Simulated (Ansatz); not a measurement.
A computed series for hypothetical P6_3/mmc PbS: pressure series

Consider PbS (space group P6_3/mmc, No. 194; a = 5.001 Å, c = 5.982 Å; a hypothetical phase, not in the database extracts checked).

Cell and atoms are relaxed at each pressure.

The values are results of r2SCAN/PAW in Ansatz (a first-principles code), no SOC, not measurements.

Notes on the quantities. enthalpy: H = E + PV relative to the base's energy.

| case | density | band gap | enthalpy | gap character |
|---|---|---|---|---|
| base | 6.13 g/cm³ | 1.73 eV | – | direct at H |
| pressure −2 GPa | 5.84 g/cm³ | 1.79 eV | -0.41 eV/atom | direct at H |
| pressure −1 GPa | 5.99 g/cm³ | 1.76 eV | -0.20 eV/atom | direct at H |
| pressure 0.3 GPa | 6.17 g/cm³ | 1.72 eV | +0.06 eV/atom | direct at H |
| pressure 0.7 GPa | 6.23 g/cm³ | 1.70 eV | +0.14 eV/atom | direct at H |
| pressure 1.5 GPa | 6.33 g/cm³ | ___ | +0.30 eV/atom | direct at H |
| pressure 3 GPa | ___ | 1.62 eV | +0.59 eV/atom | direct at H |
| pressure 5 GPa | 6.73 g/cm³ | 1.53 eV | +0.96 eV/atom | – |
| pressure 7.5 GPa | 6.97 g/cm³ | 1.38 eV | +1.42 eV/atom | indirect, H → k = (0.125, 0.125, 0.167) in the run's primitive reciprocal basis |
| pressure 10 GPa | 7.20 g/cm³ | 1.25 eV | +1.85 eV/atom | indirect, H → k = (0.125, 0.125, 0.167) in the run's primitive reciprocal basis |

**Question.** Complete the table.

**Answer.** 
- pressure 1.5 GPa, band gap: 1.68 eV
- pressure 3 GPa, density: 6.51 g/cm³

With Pb present, leaving out spin-orbit coupling can change the band edges. Load acts through the strain it causes; cell and atoms are relaxed under it. No phonon test of stability was made. Competing high-pressure phases were not computed. The base started in P6_3mc and relaxed to P6_3/mmc at this level.
